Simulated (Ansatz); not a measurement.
Start from GaP in the zinc blende structure (space group F-43m, No. 216; a = 5.4384 Å).

Level of theory: DFT with PBEsol, PAW potentials and a 420 eV plane-wave cutoff in Ansatz (an electronic-structure program), no SOC.

Base values:

| Item | Value |
|---|---|
| Band gap | 1.45 eV |
| Lattice parameter a | 5.438 Å |
| Gap character | indirect, Γ → Γ–X (87 % along) |

Modification: every Ga is replaced by Al, then cell and atoms are relaxed.

Tabulated Pauling electronegativity and covalent radius: Ga 1.81, 1.22 Å; Al 1.61, 1.21 Å.

Problem. Predict the new band gap, lattice parameter a and gap character.

Solution. The band gap remains 1.45 eV; the lattice parameter a goes up by 0.032 Å to 5.470 Å; the gap character goes from indirect, Γ → Γ–X (87 % along) to indirect, Γ → X.

Stability against distortions was not tested.
